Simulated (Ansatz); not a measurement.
Results of LDA (plane waves, PAW; Ansatz, a first-principles code) for Al (model structure, Pm-3n, No. 223, 8 atoms in the cell).

Numerical settings: plane-wave cutoff 520 eV, 12×12×12 k mesh, Fermi–Dirac smearing 0.05 eV, scalar-relativistic PAW data made under PBE.

Cell (relaxed at this level):

Space group Pm-3n (No. 223); a = b = c = 5.0630 Å, α = β = γ = 90.00°

| atom | site | symmetry | x | y | z |
|---|---|---|---|---|---|
| Al | 2a | m-3. | 0.0000 | 0.0000 | 0.0000 |
| Al | 6c | -4m.2 | 0.0000 | 0.5000 | 0.2500 |

Problem. Predict the bulk modulus.

Solution. 
- bulk modulus: 79.5 GPa

The run finds no gap.

Note: the bulk modulus is −V dP/dV from two relaxed cells at ±2 % in volume; the relaxation could raise the start's symmetry but not lower it, so the cell can be a saddle point.

It cost around 50 core-seconds (rough) of CPU time.

A model structure was made by putting elements into a prototype or built by hand; it is no filed structure, need not be a known phase, and can be a saddle point held by its symmetry.
